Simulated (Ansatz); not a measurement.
**Ansatz (a first-principles code) run on CdAu (P4mm, 2 atoms in the cell): self-consistent single point**

Computed with LDA (PW92), default PAW files made with PBE (plane waves; Ansatz).

Input as run:

Ansatz 0.2 input:
```yaml
# CdAu
crystal:
  lattice:
    - [3.350877, 0.000000, 0.000000]
    - [0.000000, 3.350877, 0.000000]
    - [0.000000, 0.000000, 3.350877]
  atoms:
    - { symbol: Cd, position_ang: [0.000000, 0.000000, 0.049998] }
    - { symbol: Au, position_ang: [1.675439, 1.675439, 1.675439] }
basis:
  ecutwfc: 420.0
kpoints:
  mp_grid:
    grid: [10, 10, 10]
hamiltonian:
  xc: lda
  pseudopotentials:
    kind: paw
scf:
  occupations:
    method: fermi_dirac
    width: 0.1
output:
  forces: true
  eigenvalues: true
  stress: true
```

Output, abridged:

```
WARN ansatz: RAYON_NUM_THREADS=1 ignored (pool sized by the plan → 1); use --threads N
Pseudopotentials: kind: paw
Pseudopotential: Cd, paw, valence charge 20
Pseudopotential: Au, paw, valence charge 19
Crystal: 2 atoms, lattice volume = 37.625 Å³
Basis set: ecut = 420 eV, 739 PW (Γ)
Bands: 24, of which v1, the nominal top of the filled ones, is band 20 counted from 1 (19 counted from 0)
Symmetry: 8 space group operations
Space group: P4mm (ITA 99), of the structure as read, at distance tolerance 3.4e-5 Å
k-points: 126 of 1000 (time reversal used)
PAW frozen core: Cd, regenerated for the run's functional, and the local potential with it
PAW frozen core: Au, regenerated for the run's functional, and the local potential with it
Initial density: superposition of atomic densities (neutral atoms: chi_scale 0, normalization atom), corrected by the library's trained network
Initial wavefunctions: pseudopotential atomic-orbital guess
Eigensolver: davidson
Functional: x = slater, c = lda
SCF iter   1: F=—  HF=-20983.167922 eV  |F-HF|=—  |Δ(HF+E_count)|=         —  Δρ=8.93e-3  dr2=1.81e-2  ethr=1.77e-3  ⟨swp⟩=5.4  Hψ=11655  notcnv=0
all-band conjugate gradients solve this SCF's bands
preconditioner: auto → Kerker (q_TF=auto, 2.745 Å⁻¹)
SCF iter   2: F=—  HF=-20983.163374 eV  |F-HF|=—  |Δ(HF+E_count)|=   4.55e-3  Δρ=3.50e-3  dr2=2.23e-3  ethr=4.64e-5  ⟨swp⟩=2.2  Hψ=5409  notcnv=0
SCF iter   3: F=—  HF=-20983.162786 eV  |F-HF|=—  |Δ(HF+E_count)|=   5.88e-4  Δρ=1.02e-3  dr2=1.49e-4  ethr=5.72e-6  ⟨swp⟩=2.0  Hψ=3681  notcnv=0
SCF iter   4: F=—  HF=-20983.162779 eV  |F-HF|=—  |Δ(HF+E_count)|=   6.49e-6  Δρ=1.43e-4  dr2=9.29e-6  ethr=3.82e-7  ⟨swp⟩=2.9  Hψ=5052  notcnv=0
SCF iter   5: F=—  HF=-20983.162772 eV  |F-HF|=—  |Δ(HF+E_count)|=   7.07e-6  Δρ=4.71e-5  dr2=8.92e-7  ethr=2.38e-8  ⟨swp⟩=2.2  Hψ=3881  notcnv=0
SCF iter   6: F=-20983.162772 eV  HF=-20983.162772 eV  |F-HF|=4.29e-8  |Δ(HF+E_count)|=   2.53e-7  Δρ=1.38e-5  dr2=5.57e-8  ethr=2.56e-10  ⟨swp⟩=5.3  Hψ=12219  notcnv=0
SCF 1 converged in 6 iterations: F = -20983.162772 eV  dr2 = 5.57e-8
SCF converged after 6 iterations
Free energy (F): -20983.162772 eV
Harris-Foulkes:  -20983.162772 eV  (|F-HF|=4.29e-8)
Internal energy: -20983.146251 eV  (E = F + TS)
E sigma→0 (E₀):  -20983.154511 eV
Entropy (-TS):   -0.016521 eV (-8.260 meV/atom)
Fermi energy:    17.396993 eV
--- Per-component energies (eV) ---
  E_band       = -606.480818
  E_kinetic    = 1109.917021
  E_local      = -4555.967444  (includes V_loc(G=0)·N_el)
  E_nonlocal   = 120.700195
  E_hartree    = 2061.577665
  E_xc         = -402.689974
  E_vxc        = -496.996231  (∫ρ·V_xc dr)
  E_paw        = -13369.897619  (= ΣΔE_a)
  E_vpaw       = -907.305701  (= ΣTr[D̂ρ^β])
  E_aug_tail   = 0.001350  (compensation charges beyond the density's cutoff)
  E_ewald      = -5948.076733
  E_core_change = 1.289286  (= ΣΔE_core)
  E_smearing   = -0.016521  (= −TS)
  E_closure    = 0.000000  (closes the sum)
  Σ components = -20983.162772   (vs F -20983.162772, Δ=0.00e0)
--- Forces (eV/Å), atoms counted from 1 ---
  atom   1  Cd     0.00000000     0.00000000    -0.14161253
  atom   2  Au    -0.00000000     0.00000000     0.14160952
  max |Σ_I F_I| component: 3.00e-6 eV/Å
--- Stress (GPa, compression-positive) ---
       -7.011823       0.000000       0.000000
        0.000000      -7.011823       0.000000
        0.000000       0.000000      -7.091286
  P = ⅓ Tr σ = -7.0383 GPa (-70.383 kbar)
  The stress holds the Pulay correction. Without it, at fixed plane waves, as pw.x and ABINIT print it: P = -7.0734 GPa
--- Band table (eV; the first three rows and the last of 126) ---
  k-point 0: bands = ["-88.4931", "-85.1036", "-46.2363", "-46.2363", "-46.2363", "-39.7973", "-39.7973", "-39.7967", "7.8770", "8.1080", "8.1104", "8.8120", "8.8147", "8.8147", "12.5938", "12.5984", "13.8635", "13.8635", "13.8657", "22.1408", [...]
  k-point 1: bands = ["-88.4930", "-85.1036", "-46.2370", "-46.2362", "-46.2362", "-39.7984", "-39.7972", "-39.7972", "8.0320", "8.1315", "8.1699", "8.8039", "8.8039", "8.8251", "12.5714", "12.6372", "13.7574", "13.7574", "13.8454", "20.9045", [...]
  k-point 2: bands = ["-88.4930", "-85.1036", "-46.2388", "-46.2360", "-46.2360", "-39.8029", "-39.7970", "-39.7970", "8.1948", "8.2681", "8.5486", "8.7759", "8.7759", "8.8600", "12.4992", "12.7483", "13.5000", "13.5000", "13.7919", "18.8521", [...]
  k-point 125: bands = ["-88.4921", "-85.1028", "-46.2425", "-46.2424", "-46.2424", "-39.8125", "-39.8125", "-39.8118", "8.3545", "8.3560", "8.3560", "9.2383", "9.2383", "11.8276", "11.8314", "11.8314", "14.2967", "14.2974", "19.1923", "19.4269", [...]
```

The run converged in 6 iterations.

The starting cell comes from a database of computed structures (which also holds hypothetical and non-ambient phases and stackings), without a prior relaxation at this level. Its lattice was rescaled by up to half a per cent. One atom was moved a little off its site on purpose. Spin-orbit coupling is off. With a pressure of about -7 GPa the cell is away from its equilibrium volume at this level. Ansatz's pressure includes its estimate of the finite-basis (Pulay) stress.
